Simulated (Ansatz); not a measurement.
A self-consistent single point of NbH (I4mm, 2 atoms in the cell) with Ansatz (a program for electronic structure).

Method: PBEsol, default PAW files made with PBE (plane waves; Ansatz).

```xyz
2
Lattice="-1.5989 1.5989 1.9744 1.5989 -1.5989 1.9744 1.5989 1.5989 -1.9744" Properties=species:S:1:pos:R:3 pbc="T T T"
Nb     0.0000     0.0000     0.0500
H      0.0000     0.0000     1.9744
```

Reference input (self-consistent single point, DFT, PBEsol, plane waves, default PAW files made with PBE): basis.ecutwfc = 420 eV; kpoints.mp_grid.grid = 14 14 14; hamiltonian.xc = pbesol; hamiltonian.pseudopotentials = {kind: paw} (the program's default PAW files); scf.occupations.method = fermi_dirac; scf.occupations.width = 0.1 eV. This run's input differs from it in these lines:

Ansatz 0.2 input:
```diff
@@ -12,3 +12,3 @@
   mp_grid:
-    grid: [14, 14, 14]
+    grid: [23, 23, 23]
 hamiltonian:
@@ -19,4 +19,4 @@
   occupations:
-    method: fermi_dirac
-    width: 0.1 eV
+    method: gaussian
+    width: 0.3 eV
 output:
```

The program printed (abridged):

```
SCF iter   1: F=—  HF=-4511.496703 eV  |F-HF|=—  |Δ(HF+E_count)|=         —  Δρ=7.12e-3  dr2=5.69e-3  ethr=1.77e-3  ⟨swp⟩=5.1  Hψ=54441  notcnv=0
all-band conjugate gradients solve this SCF's bands
preconditioner: auto → none
SCF iter   2: F=—  HF=-4511.495746 eV  |F-HF|=—  |Δ(HF+E_count)|=   9.57e-4  Δρ=4.04e-3  dr2=1.94e-3  ethr=4.07e-5  ⟨swp⟩=1.1  Hψ=17965  notcnv=0
SCF iter   3: F=—  HF=-4511.495265 eV  |F-HF|=—  |Δ(HF+E_count)|=   4.81e-4  Δρ=3.78e-4  dr2=1.81e-5  ethr=1.38e-5  ⟨swp⟩=1.9  Hψ=11153  notcnv=0
SCF iter   4: F=—  HF=-4511.495261 eV  |F-HF|=—  |Δ(HF+E_count)|=   4.32e-6  Δρ=1.08e-4  dr2=2.14e-6  ethr=1.29e-7  ⟨swp⟩=2.0  Hψ=16917  notcnv=0
iter 5 did not close the SCF: its close was put off for the readings that it lacked (scf_convergence_deferred on its scf_iter line)
SCF iter   5: F=-4511.495260 eV  HF=-4511.495260 eV  |F-HF|=1.93e-8  |Δ(HF+E_count)|=   4.81e-7  Δρ=3.37e-5  dr2=9.37e-8  ethr=1.53e-8  ⟨swp⟩=2.3  Hψ=14423  notcnv=0
SCF iter   6: F=-4511.495260 eV  HF=-4511.495260 eV  |F-HF|=6.35e-9  |Δ(HF+E_count)|=   1.89e-9  Δρ=1.16e-5  dr2=1.18e-8  ethr=6.69e-10  ⟨swp⟩=2.9  Hψ=33514  notcnv=0
SCF 1 converged in 6 iterations: F = -4511.495260 eV  dr2 = 1.18e-8
Free energy (F): -4511.495260 eV
Internal energy: -4511.449557 eV  (E = F + TS)
E sigma→0 (E₀):  -4511.472408 eV
Entropy (-TS):   -0.045704 eV (-22.852 meV/atom)
Fermi energy:    17.068730 eV
--- Forces (eV/Å), atoms counted from 1 ---
  atom   1  Nb    -0.00000000    -0.00000000    -0.46083173
  atom   2  H      0.00000000     0.00000000     0.46083649
--- Stress (GPa, compression-positive) ---
       -4.987939      -0.000000       0.000000
       -0.000000      -4.987939      -0.000000
        0.000000      -0.000000      -3.837243
  P = ⅓ Tr σ = -4.6044 GPa (-46.044 kbar)
  The stress holds the Pulay correction. Without it, at fixed plane waves, as pw.x and ABINIT print it: P = -4.7098 GPa
```

The run converged in 6 iterations. Against the reference run the free energy goes down by 3.9 meV/atom, the pressure moves little (-4.67 to -4.60 GPa) and the largest force hardly changes (0.462 to 0.461 eV/Å). The full log also holds: “iter 5 did not close the SCF: its close was put off for the readings that it lacked (scf_convergence_deferred on its scf_iter line)”.

The starting cell comes from a database of computed structures (which also holds hypothetical and non-ambient phases and stackings), without a prior relaxation at this level. Its lattice was rescaled by up to half a per cent. One atom was moved a little off its site on purpose. Spin polarisation is off. With a pressure of about -5 GPa the cell is away from its equilibrium volume at this level. Ansatz's pressure includes its estimate of the finite-basis (Pulay) stress.
